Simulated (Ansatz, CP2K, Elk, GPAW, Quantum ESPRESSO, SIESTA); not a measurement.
Code comparison for CdTe (F-43m, 2 atoms in the cell)

Self-consistent single point, at a second geometry (lattice scaled by 0.98). First geometry:

```xyz
2
Lattice="0.0000 3.2920 3.2920 3.2920 0.0000 3.2920 3.2920 3.2920 0.0000" Properties=species:S:1:pos:R:3 pbc="T T T"
Cd     0.0000     0.0000     0.0000
Te     1.6460     1.6460     1.6460
```

Shared settings, as Ansatz (an electronic-structure program) writes them: kpoints.mp_grid.grid = 9 9 9; scf.occupations.method = fixed. Potentials and cutoffs stand in the table.

```json
[
 {"code": "SIESTA", "model": "GGA PBE, numerical atomic orbitals TZP, PseudoDojo PBE standard norm-conserving potentials (rewritten from UPF to PSML)", "ΔF from the first geometry (meV/atom)": "-0.3", "pressure (GPa)": "1.46", "gap on the mesh (eV)": "0.935", "cutoff": "grid 400 Ry"},
 {"code": "Elk", "model": "PBE, all-electron FP-LAPW, Elk's shipped species files, default APW+lo basis", "ΔF from the first geometry (meV/atom)": "20.9", "pressure (GPa)": "–", "gap on the mesh (eV)": "0.768", "cutoff": "default"},
 {"code": "Quantum ESPRESSO", "model": "PBE, SSSP 1.1.2 precision (PBE) pseudopotentials", "ΔF from the first geometry (meV/atom)": "25.5", "pressure (GPa)": "3.15", "gap on the mesh (eV)": "0.808", "cutoff": "55 Ry"},
 {"code": "CP2K", "model": "PBE, GPW, DZVP-MOLOPT-SR-GTH basis, GTH-PBE potentials (GTH_POTENTIALS)", "ΔF from the first geometry (meV/atom)": "32.5", "pressure (GPa)": "3.97", "gap on the mesh (eV)": "0.906", "cutoff": "grid 500 Ry"},
 {"code": "Ansatz", "model": "PBE, default PAW files", "ΔF from the first geometry (meV/atom)": "23.8", "pressure (GPa)": "3.17", "gap on the mesh (eV)": "0.813", "cutoff": "420 eV"},
 {"code": "GPAW", "model": "PBE, GPAW PAW datasets PBE (gpaw-data 1.0.1)", "ΔF from the first geometry (meV/atom)": "19.1", "pressure (GPa)": "2.76", "gap on the mesh (eV)": "0.812", "cutoff": "550 eV"}
]
```

A dash marks a value that a program does not give, or that is left out as unsure.

Gaps are read on the mesh.

On Ansatz's run: spin-orbit coupling is off.

The spread over the programs that give each value: ΔF from the first geometry within 32.8 meV/atom; pressure within 2.51 GPa; gap on the mesh within 0.167 eV.

SIESTA and CP2K use small atom-centred bases, whose incompleteness enters pressures, forces and empty levels differently from a plane-wave cutoff. Elk treats all electrons, but the usual bases taken here (sphere radii, linearisation, local orbitals, empty states) were not tested for convergence, so the values are no reference for the others. Ansatz's pressure is given at a fixed set of plane waves, as the other plane-wave codes print theirs; with its correction for the finite basis it is 3.21 GPa. In the pressure, SIESTA (by 1.68) lies more than 1 GPa from the median of the plane-wave programs. In the gap, SIESTA (by 0.123) lies more than 0.12 eV from the median of the plane-wave programs.

The starting cell comes from a database of computed structures (which also holds hypothetical and non-ambient phases and stackings), without a prior relaxation at this level. Its lattice was rescaled by a random factor within 2.5 % of one. For this run, on top of that: lattice scaled by 0.98.

Left out of this page: ABINIT (failed or unconverged); FLEUR (with a known weakness of the program).

Keys are those of Ansatz 0.2.
